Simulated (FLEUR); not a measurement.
How far to go with the basis cutoff: Ta (Im-3m, 1 atom in the cell)

```yaml
crystal:
  lattice:
    - [-1.65825, 1.65825, 1.65825]
    - [1.65825, -1.65825, 1.65825]
    - [1.65825, 1.65825, -1.65825]
  atoms:
    - { symbol: Ta, position: [0.00000, 0.00000, 0.00000] }
```

Method of the run: PBE, all-electron FLAPW (FLEUR), scalar-relativistic valence.

Base settings: Kmax = 4 1/bohr; GmaxXC = 14 1/bohr; xcFunctional = pbe; jspins = 1; l_soc = F; mode = hist; fermiSmearingEnergy = 0.00367493 Htr; mesh (inpgen div1-3) = 5 5 5; inpgen gamma flag = false; Gmax = 14 1/bohr.

Moved along: Gmax, GmaxXC.

The second cell is the first with its lattice scaled by 0.98.

The mesh stays at the base's, so the ladder's end is converged at best in this setting alone.

Only quantities that move along the ladder and can be compared are tabulated.

The starting cell has typed, rounded lattice constants, without a prior relaxation at this level. Its lattice was rescaled by up to half a per cent. Spin polarisation is off. Values depend on the basis (sphere radii, cutoffs, local orbitals), which need not be converged.

| Kmax | free energy less the last step's (meV/atom) | energy of the compressed cell less the first (meV/atom) |
|---|---|---|
| 2.53 1/bohr | 1868.55 | 5.89 |
| 2.68 1/bohr | 1108.46 | 11.22 |
| 2.83 1/bohr | 659.49 | 67.85 |
| 2.97 1/bohr | 411.40 | 47.85 |
| 3.1 1/bohr | 261.29 | 73.51 |
| 3.35 1/bohr | 112.60 | 58.89 |
| 3.58 1/bohr | 52.36 | 56.80 |
| 3.79 1/bohr | 25.74 | 57.77 |
| 4 1/bohr | 13.52 | 57.15 |
| 4.2 1/bohr | 7.09 | 57.81 |
| 4.38 1/bohr | 4.21 | 57.48 |
| 4.65 1/bohr | 1.90 | 57.69 |
| 4.9 1/bohr | 0.85 | 57.71 |
| 5.29 1/bohr | 0.00 | 57.60 |

Coarsest Kmax that holds the free energy within 5 meV/atom of the last step, with all finer ones: 4.38 1/bohr; the step before is off by 7.1 meV/atom.

Coarsest Kmax that holds the energy of the compressed cell less the first within 1 meV/atom of the last step, with all finer ones: 3.58 1/bohr; the step before is off by 1.3 meV/atom.

The energy difference between the two cells stays within 1 meV/atom of the last step's from 3.58 1/bohr on, the total only from 4.9 1/bohr on: much of the error is common to both cells and cancels.

Left out of this page: 1 run of the series failed or unconverged.
